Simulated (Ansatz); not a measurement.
System: GeSiC2 (model structure, started from the AlGaN2 type, P-4m2, No. 115, 4 atoms in the cell). Method: G0W0@PBEsol in Ansatz (hard PAW, contour deformation).

The same calculation (at the PBEsol cell, 11.085 Å³/atom) with different numerical settings; throughout: response cutoff 100 eV, empty bands 185:

```tsv
run	k mesh	quasiparticle gap on the mesh (eV)	quasiparticle gap at Γ (eV)	rough time
1	4×4×2	2.074	2.410	90 core-s
2	6×6×4	2.115	2.440	8 core-min
3	8×8×6	2.117	2.440	50 core-min
```

In the column quasiparticle gap on the mesh (eV) the first row differs from the last by -0.043 and the next to last by -0.002.

The last row is no converged limit: other settings stay fixed.

Spin–orbit coupling is not included.

Note: filled d or f shells below the valence bands can shift G0W0 gaps through exchange with them, which wasn't tested here.

A model structure was made by putting elements into a prototype or built by hand; it is no filed structure, need not be a known phase, and can be a saddle point held by its symmetry.

Ansatz is a quantum-chemistry and plane-wave program.
